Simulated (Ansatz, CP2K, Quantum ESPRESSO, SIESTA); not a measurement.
## ZnHg3 (P1, 4 atoms in the cell) computed with different codes at matched settings

Self-consistent single point, at a second geometry (atoms moved at random). First geometry:

```
ZnHg3
1.0
    0.00000     3.67772     3.67772
    3.67772     0.00000     3.67772
    3.67772     3.67772     0.00000
Zn Hg
1 3
Direct
  0.00000   0.00000   0.00000
  0.25000   0.25000   0.25000
  0.75000   0.75000   0.75000
  0.50000   0.50000   0.50000
```

Second geometry:
```yaml
crystal:
  lattice:
    - [0.00000, 3.67772, 3.67772]
    - [3.67772, 0.00000, 3.67772]
    - [3.67772, 3.67772, 0.00000]
  atoms:
    - { symbol: Zn, position: [0.00697, 0.00795, 0.98338] }
    - { symbol: Hg, position: [0.24466, 0.24467, 0.26058] }
    - { symbol: Hg, position: [0.74506, 0.75587, 0.74690] }
    - { symbol: Hg, position: [0.50330, 0.49151, 0.50913] }
```

Shared settings, as Ansatz (a first-principles code) writes them: kpoints.mp_grid.grid = 8 8 8; scf.occupations.method = gaussian; scf.occupations.width = 0.2 eV. Potentials and cutoffs stand in the table.

```json
[
 {"code": "SIESTA", "model": "GGA PBEsol, numerical atomic orbitals DZP, PseudoDojo PBEsol standard norm-conserving potentials (rewritten from UPF to PSML)", "ΔF from the first geometry (meV/atom)": "0.9", "pressure (GPa)": "-10.52", "largest force (eV/Å)": "0.100", "cutoff": "grid 400 Ry"},
 {"code": "CP2K", "model": "PBEsol, GPW, DZVP-MOLOPT-SR-GTH basis, GTH-PBE potentials (GTH_POTENTIALS)", "ΔF from the first geometry (meV/atom)": "1.2", "pressure (GPa)": "-3.59", "largest force (eV/Å)": "0.070", "cutoff": "grid 600 Ry"},
 {"code": "Quantum ESPRESSO", "model": "PBEsol, GBRV 1.5 ultrasoft (PBESOL) pseudopotentials", "ΔF from the first geometry (meV/atom)": "0.9", "pressure (GPa)": "-4.01", "largest force (eV/Å)": "0.067", "cutoff": "50 Ry"},
 {"code": "Ansatz", "model": "PBEsol, PAW files made with PBE", "ΔF from the first geometry (meV/atom)": "0.9", "pressure (GPa)": "-3.94", "largest force (eV/Å)": "0.065", "cutoff": "420 eV"}
]
```

Size of the force on each atom (eV/Å): Sizes of forces hide their directions.

```
code                Zn1    Hg2    Hg3    Hg4
----------------  -----  -----  -----  -----
SIESTA            0.016  0.045  0.100  0.068
CP2K              0.040  0.038  0.068  0.070
Quantum ESPRESSO  0.016  0.038  0.066  0.067
Ansatz            0.014  0.037  0.064  0.065
```

On Ansatz's run: spin-orbit coupling is off.

The spread over the programs that give each value: ΔF from the first geometry within 0.3 meV/atom; pressure within 6.93 GPa; largest force within 0.035 eV/Å.

SIESTA and CP2K use small atom-centred bases, whose incompleteness enters pressures, forces and empty levels differently from a plane-wave cutoff. Ansatz's pressure is given at a fixed set of plane waves, as the other plane-wave codes print theirs; with its correction for the finite basis it is -3.89 GPa. In the pressure, SIESTA (by 6.54) lies more than 1 GPa from the median of the plane-wave programs.

The starting cell comes from a database of computed structures (which also holds hypothetical and non-ambient phases and stackings), without a prior relaxation at this level. Its lattice was rescaled by a random factor within 2.5 % of one. For this run, on top of that: atoms moved at random.

Keys are those of Ansatz 0.2.
